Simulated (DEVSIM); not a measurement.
Structure: Ru/AlN/SiO2/n-Si capacitor, at 250 K.

```csv
layer (left to right),material,thickness (nm),Nd (cm⁻³)
1,AlN,3.40,-
2,SiO2,0.860,-
3,Si,4700,1.5e16
```

Metal gate on the left, work function 4.7 eV. Fixed charge at the semiconductor interface 1.5e10 cm⁻² (in units of +e); no interface traps.

Constants are typed, rounded textbook-type inputs, not results; the design itself was drawn at random and stands for no fabricated device. Values at 300 K; Nc and Nv go as T^1.5, mobilities as T to minus their exponent, the gap by Varshni's rule with the affinity fixed.

```tsv
parameter	AlN	SiO2	Si
gap (eV)	6.1	9	1.124
affinity (eV)	1.9	0.9	4.05
permittivity	8.5	3.9	11.7
Nc (cm⁻³)	-	-	2.86e19
Nv (cm⁻³)	-	-	3.1e19
Varshni α (eV/K)	-	-	0.000473
Varshni β (K)	-	-	636
```

Simulated with DEVSIM: 1D Poisson equation in equilibrium, Boltzmann statistics, complete ionisation; no quantum confinement or tunnelling. Metal contacts follow the ideal Schottky-Mott rule: no Fermi-level pinning, no interface dipoles.

Question: Tabulate band edges, carrier densities and field at 0.0 V on the gate.

Answer: Energies count from the Fermi level of the right contact; mesh points crowd at the junctions.

```tsv
x (μm)	Ec (eV)	Ev (eV)	n (cm⁻³)	p (cm⁻³)	field (V/cm)
0.000	2.800	-3.300	< 1e2	< 1e2	-65000
0.001081	2.793	-3.307	< 1e2	< 1e2	-65000
0.002394	2.784	-3.316	< 1e2	< 1e2	-65000
0.003440	3.777	-5.223	< 1e2	< 1e2	-140000
0.004179	3.767	-5.233	< 1e2	< 1e2	-140000
0.005464	0.610	-0.526	1.1e7	5.9e8	-45000
0.008615	0.596	-0.540	2.1e7	3.1e8	-44000
0.01941	0.550	-0.586	1.8e8	3.6e7	-42000
0.03989	0.470	-0.666	7.4e9	870000	-37000
0.08892	0.317	-0.819	8.7e12	740	-25000
0.1966	0.170	-0.966	8.0e15	< 1e2	-4100
0.5755	0.157	-0.979	1.5e16	< 1e2	≈ 0
1.294	0.157	-0.979	1.5e16	< 1e2	≈ 0
2.851	0.157	-0.979	1.5e16	< 1e2	≈ 0
4.078	0.157	-0.979	1.5e16	< 1e2	≈ 0
4.427	0.157	-0.979	1.5e16	< 1e2	≈ 0
4.586	0.157	-0.979	1.5e16	< 1e2	≈ 0
4.653	0.157	-0.979	1.5e16	< 1e2	≈ 0
4.688	0.157	-0.979	1.5e16	< 1e2	≈ 0
4.697	0.157	-0.979	1.5e16	< 1e2	≈ 0
4.702	0.157	-0.979	1.5e16	< 1e2	≈ 0
4.704	0.157	-0.979	1.5e16	< 1e2	≈ 0
```
